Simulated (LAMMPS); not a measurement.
Pressure dependence of Al (fcc) at 560 K, from the crystal.

Level of theory: classical MD, pair style meam, file library.meam (library.meam-Al) (LAMMPS).

| P (GPa) | state | volume | coordination number |
|---|---|---|---|
| 0 | crystal; no diffusion seen in 30 ps | 16.7226 ± 0.0005 Å³/atom | 12.0 (counted to 3.50 Å) |
| 2 | crystal; no diffusion seen in 30 ps | 16.2960 ± 0.0005 Å³/atom | 12.0 (counted to 3.46 Å) |
| 5 | crystal; no diffusion seen in 30 ps | 15.7277 ± 0.0009 Å³/atom | 12.0 (counted to 3.42 Å) |

Caution: the potential MEAM library.meam-Al is a first-neighbour MEAM set with a 4 Å cutoff, used here without a parameter file and away from the static properties it was fitted to.

Caution (rows 2; 5): a run this short can hold a crystal over, or a liquid under, the potential's own melting point, which these runs don't give.

Estimate the isothermal bulk modulus at zero pressure. A parabola P(ln V) through the three points gives −dP/d ln V = 74 GPa at zero pressure.

States go by the mean squared displacement: a species diffuses where it passes 1.5 Å², still rises and gives D over 1e-6 cm²/s; a crystal has left its structure where atoms lie 0.35 Å off their sites on average or a cubic box changes its shape by 3 %, or the axial ratios of another lie 8 % off the starting cell's, which the potential's own relaxation can also do.

Uncertainties are statistical and leave out the potential's own error.
